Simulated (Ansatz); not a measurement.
**Ge, pressure series**

Take Ge in the diamond structure (space group Fd-3m, No. 227) as the base.

```xyz
2
Lattice="0.0000 2.8363 2.8363 2.8363 0.0000 2.8363 2.8363 2.8363 0.0000" Properties=species:S:1:pos:R:3 pbc="T T T"
Ge     2.8363     2.8363     2.8363
Ge     4.2545     4.2545     4.2545
```

Cell and atoms are relaxed at each pressure.

Level of theory: r2SCAN (Ansatz, a quantum-chemistry and plane-wave program; PAW; 500 eV plane waves; no spin-orbit coupling), earlier PAW set.

Notes on the quantities. hole mass: degenerate bands, along [100].

```tsv
variant	lattice parameter a	band gap	hole mass	width of the top valence band
base	10.720 bohr	0.37 eV	–	4.01 eV
pressure −2 GPa	10.829 bohr	0.07 eV	–	3.87 eV
pressure −1 GPa	[?]	0.22 eV	–	[?]
pressure 1.8 GPa	10.636 bohr	0.52 eV	0.027, 0.21, 0.21 mₑ (at Γ)	4.13 eV
pressure 4.2 GPa	10.537 bohr	0.62 eV	0.038, 0.20, 0.20 mₑ (at Γ)	4.27 eV
pressure 9 GPa	10.371 bohr	0.65 eV	0.056, 0.19, 0.19 mₑ (at Γ)	4.53 eV
pressure 18 GPa	10.133 bohr	0.53 eV	0.080, 0.18, 0.18 mₑ (at Γ)	4.92 eV
pressure 30 GPa	9.897 bohr	0.38 eV	0.10, 0.16, 0.16 mₑ (at Γ)	5.36 eV
pressure 45 GPa	9.672 bohr	0.22 eV	0.12, 0.15, 0.15 mₑ (at Γ)	5.83 eV
pressure 60 GPa	9.495 bohr	0.08 eV	0.14 mₑ (at Γ)	6.23 eV
```

Q: What belongs in the blanks?

A: 
- pressure −1 GPa, lattice parameter a: 10.772 bohr
- pressure −1 GPa, width of the top valence band: 3.94 eV

Load acts through the strain it causes; cell and atoms are relaxed under it. Effective masses come from finite differences of ±0.01 Å⁻¹. Stability against distortions was not tested. Measured, Ge leaves this structure (for the β-tin structure) near 10.6 GPa (room temperature; as listed in arXiv:1906.07825). The zero or small gap of Ge under pressure −2 GPa, Ge under pressure −1 GPa, Ge under pressure 45 GPa and Ge under pressure 60 GPa can change with the level of theory.
